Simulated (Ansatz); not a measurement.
What isotropic strain +3.00 % does to Ba

Base system: Ba in the bcc (W type) structure (space group Im-3m, No. 229; a = 5.024 Å; relaxed with 0.1 eV smearing).

One thing is altered: an isotropic linear strain of +3.00 %; the atoms relax in the strained cell.

Calculations: PBE (Ansatz, a program for electronic structure, PAW, no spin-orbit coupling). Settings: 19×19×19 k-points, 0.1 eV Fermi–Dirac smearing.

The volume per atom grows by 5.88 Å³ (63.41 Å³ → 69.29 Å³) and the space group remains Im-3m (No. 229). The shortest interatomic distance goes up by 0.131 Å (4.351 Å → 4.482 Å) and the energy increases by 13 meV/atom. The pressure goes from zero to -0.7 GPa and the band gap stays zero.

Cost of the whole job for the changed cell (relaxation, final SCF and bands): roughly 18 core-seconds.

Whether these cells are dynamically stable was not tested.
